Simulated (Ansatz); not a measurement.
Ansatz (an electronic-structure program) is run on HPbBr (P4/nmm, 6 atoms in the cell), and the run fails. The aim is a self-consistent single point with DFT, PBE, plane waves, default PAW files.

Cell that was meant: a = 4.1636 Å, b = 4.1636 Å, c = 7.3405 Å, α = 90.00°, β = 90.00°, γ = 90.00°.

Part of the input:

Ansatz 0.2 input:
```yaml
hamiltonian:
  xc: pbe
  pseudopotentials: { kind: paw }
magnetization:
  spin_orbit: true
scf:
  occupations: { method: methfessel_paxton, width: 0.1 }
output:
```

Output (repeated stretches shortened):

```
Error: inconsistent input (magnetization.spin_orbit, magnetization.noncollinear): true requires noncollinear: true — spin–orbit coupling acts on 2-spinor wavefunctions; set both flags
```

Task: From the messages shown, name the fault and mend the input.

Result: The fault is spin-orbit coupling without the non-collinear switch. Spin-orbit coupling mixes the two spin components, so the orbitals must be spinors. To fix it, switch non-collinear spin on with it, or drop the coupling. The program stopped before any SCF iteration.

The sound input it was made from differs as follows (other fixes are possible):
```diff
-magnetization:
-  spin_orbit: true
```

With that input, the run converged in 7 iterations: free energy E − TS (on the zero of these files) -29412.2402 eV; top of the valence band (on the code's own zero) 6.53 eV; gap on the k-point mesh 1.83 eV; pressure 1.17 GPa; largest force (vector length) 1.187 eV/Å (DFT, PBE, plane waves, default PAW files).

On the sound input: the starting cell was generated: these elements placed on a structure prototype, without a prior relaxation; it need not be a known phase or ordering of this composition. Spin-orbit coupling is off. Forces in this geometry exceed 1 eV/Å. Ansatz's pressure includes its estimate of the finite-basis (Pulay) stress.
